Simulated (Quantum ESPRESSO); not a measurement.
# Equation of state of rock-salt TiC (space group 225): energy against volume (Quantum ESPRESSO, PBEsol)

```
CELL_PARAMETERS angstrom
      0.00000     2.10214     2.10214
      2.10214     0.00000     2.10214
      2.10214     2.10214     0.00000
ATOMIC_POSITIONS crystal
  Ti 0.00000 0.00000 0.00000
  C  0.50000 0.50000 0.50000
```

Method of the run: PBEsol, GBRV 1.5 ultrasoft (PBESOL) pseudopotentials (plane waves; Quantum ESPRESSO). Settings: ecutwfc = 65 Ry; ecutrho = 520 Ry; occupations = smearing; smearing = fd; degauss = 0.0036749 Ry; potentials = {Ti: ti_pbesol_v1.4.uspp.F.UPF, C: c_pbesol_v1.2.uspp.F.UPF}; K_POINTS = automatic 23 23 23 0 0 0; conv_thr = 1e-10 Ry; mixing_beta = 0.3. The cell above is the first row's. The rows scale it uniformly. In all rows fractional positions and the k mesh are held. E is the free energy at the stated smearing, counted from the lowest row.

| V (Å^3/atom) | E (meV/atom) |
|---|---|
| 9.2893 | ? |
| 9.4913 | 14.60 |
| 9.6932 | 3.49 |
| 9.8952 | 0.00 |
| 10.0971 | 3.38 |
| 10.2990 | 12.98 |
| 10.5010 | 28.17 |
| 10.7029 | 48.43 |
| 10.9049 | 73.26 |

Fit E of the 8 rows that show it with the third-order Birch-Murnaghan form, a cubic in V^(-2/3). With u = V^(-2/3) - 0.213, the rows have u = 0.010074, 0.006966, 0.003962, 0.001060, -0.001747, -0.004465, -0.007096, -0.009646. Least squares gives E = 6.275 - 3145.78·u + 394034·u² + 25517·u³. Residuals (row less fit): 0.001, -0.001, 0.002, -0.003, 0.007, -0.004, 0.001, 0.001; standard error 0.004 (degrees of freedom: 4). Its minimum lies at u = 0.003990, so V0 = (0.216990)^(-3/2) = 9.893. There d²E/du² = 788700 and d³E/du³ = 153100, so B0 = (4/9) × 9.893^(-7/3) × 788700 × 0.160218 = 267 GPa (the last factor turns the table's units into GPa), and B0' = 4 + (2/3) × 0.216990 × (153100)/788700 = 4.0. The program's pressures in the fitted runs (not shown) pass through zero at V = 9.89, 0.04 % from this V0.

Estimate the missing E (V = 9.2893); what did the run itself give?

u = 0.013297, so E = 6.275 - 3145.78 × 0.013297 + 394034 × 0.013297² + 25517 × 0.013297³ = 34.175 meV/atom. The calculation gives 34.15 meV/atom, 0.025 meV/atom below the prediction (under 0.05 % of the range of E in the table). The row lies outside the fitted rows, so this is an extrapolation. From the scatter of the fitted rows alone, a prediction at this place has a standard error of 0.013 meV/atom, so the miss is 1.9 times that.

Carrying the step between the two nearest rows on in a straight line would have given 25.72, off by 8.43; series whose last step already gives the withheld value aren't shown. The scan was laid around a cell of about the measured size, scaled by a guess for this functional. The runs keep the symmetry of the cell, so they don't test it for distortions. Spin polarisation is off. Cutoffs and mesh are single choices, not tested for convergence of this quantity. Series with a scatter that would blur these digits, or in which a gap closes, are not shown. Nor are scans whose minimum lies at an end fitted in this form.
